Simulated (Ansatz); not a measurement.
A relaxation of cell and atoms of Cu3Sn (Fm-3m, 4 atoms in the cell) with Ansatz (an electronic-structure program).

Computed with LDA (PW92), default PAW files made with PBE (plane waves; Ansatz).

The change in words: atoms on their sites; relax: default → cell and atoms. Reference geometry:
```
CELL_PARAMETERS angstrom
      0.00000     3.06761     3.06761
      3.06761     0.00000     3.06761
      3.06761     3.06761     0.00000
ATOMIC_POSITIONS crystal
  Cu 0.50815 0.50815 0.49185
  Cu 0.75000 0.75000 0.75000
  Cu 0.25000 0.25000 0.25000
  Sn 0.00000 0.00000 0.00000
```

Reference input (self-consistent single point, DFT, LDA (PW92), plane waves, default PAW files made with PBE): basis.ecutwfc = 420 eV; kpoints.mp_grid.grid = 8 8 8; hamiltonian.xc = lda; hamiltonian.pseudopotentials = {kind: paw} (the program's default PAW files); scf.occupations.method = fermi_dirac; scf.occupations.width = 0.1 eV. This run's input differs from it in these lines:

```diff
@@ -6,3 +6,3 @@
   atoms:
-    - { symbol: Cu, position: [0.508150, 0.508150, 0.491850] }
+    - { symbol: Cu, position: [0.500000, 0.500000, 0.500000] }
     - { symbol: Cu, position: [0.750000, 0.750000, 0.750000] }
@@ -19,2 +19,4 @@
   occupations: { method: fermi_dirac, width: 0.1 eV }
+relax:
+  cell: {}
 output:
```

Output (repeated stretches shortened):

```
   [... SCF lines of the steps left out ...]
relax step   1: F+E_penalty+E_count = -25546.31108646 eV  Δ(F+E_penalty+E_count) = +0.000e0 eV  max|allowed force component| = 1.214e-17 eV/Å  Δτ_max = 0.0000 Å  P = -8.880 GPa  Ω = 57.734 Å³  (8 SCF iters, dr2 threshold 1.00e-7 eV, accepted)
relax step   2: F+E_penalty+E_count = -25546.43861144 eV  Δ(F+E_penalty+E_count) = -1.275e-1 eV  max|allowed force component| = 6.303e-17 eV/Å  Δτ_max = 0.0000 Å  P = +0.171 GPa  Ω = 53.499 Å³  energy of the carried Pulay correction = +2.577e-3 eV  [...]
relax step   3: F+E_penalty+E_count = -25546.43859745 eV  Δ(F+E_penalty+E_count) = +1.399e-5 eV  max|allowed force component| = 5.262e-17 eV/Å  Δτ_max = 0.0000 Å  P = -0.029 GPa  Ω = 53.573 Å³  energy of the carried Pulay correction = +2.530e-3 eV  [...]
relax step   4: F+E_penalty+E_count = -25546.43596169 eV  Δ(F+E_penalty+E_count) = +2.636e-3 eV  max|allowed force component| = 5.725e-17 eV/Å  Δτ_max = 0.0000 Å  P = -0.018 GPa  Ω = 53.573 Å³  stress off target by 1.80e-2 GPa  SCF on the basis [...]
basis re-selected at this cell: Δ(F+E_penalty+E_count) = +2.636e-3 eV, ΔP = +0.011 GPa vs the last step
the relaxation is at rest under the 48 symmetry operations that the run kept from its start: a minimum is not shown …
Free energy (F): -25546.435962 eV
Internal energy: -25546.403458 eV  (E = F + TS)
E sigma→0 (E₀):  -25546.419710 eV
Entropy (-TS):   -0.032504 eV (-8.126 meV/atom)
Fermi energy:    17.314766 eV
--- Forces (eV/Å), atoms counted from 1 ---
  atom   1  Cu     0.00000000    -0.00000000    -0.00000000
   [... zero for the other atoms too ...]
   [... lines left out ...]
  cell:  # Å, volume = 53.5731 Å³
   [... lines left out ...]
    - [2.9920726837948193, -1.3693812338406899e-34, 2.9920726837948193]
    - [2.9920726837948193, 2.9920726837948193, 3.216453595765341e-34]
  atoms:
    - { symbol: Cu, position: [0.5, 0.5, 0.5] }
    - { symbol: Cu, position: [0.7500000000000001, 0.7500000000000001, 0.7500000000000001] }
    - { symbol: Cu, position: [0.25, 0.25, 0.25] }
    - { symbol: Sn, position: [5.374316901523529e-37, -1.4858405551270921e-36, -6.396171570856583e-37] }
```

The run converged.  The full log also holds: “iter 5 did not close the SCF: its close was put off for the readings that it lacked (scf_convergence_deferred on its scf_iter line)”.

Summary of the result:
```
Quantity                                                                                                             Value
-----------------------------------------------  -------------------------------------------------------------------------
Free energy E − TS (on the zero of these files)                                                             -25546.4360 eV
Fermi level (on the code's own zero)                                                                              17.31 eV
Pressure                                                                                                         -0.02 GPa
Final cell                                       a = 4.231 Å, b = 4.231 Å, c = 4.231 Å, α = 60.00°, β = 60.00°, γ = 60.00°
Final volume per atom                                                                                             13.39 Å³
Relaxation steps                                                                                                         4
```

The starting cell comes from a database of computed structures (which also holds hypothetical and non-ambient phases and stackings), without a prior relaxation at this level. Its lattice was rescaled by up to half a per cent. Spin polarisation is off. The relaxation keeps the symmetry of its start, so its end need not be a minimum. Ansatz's pressure includes its estimate of the finite-basis (Pulay) stress.

Keys are those of Ansatz 0.2.
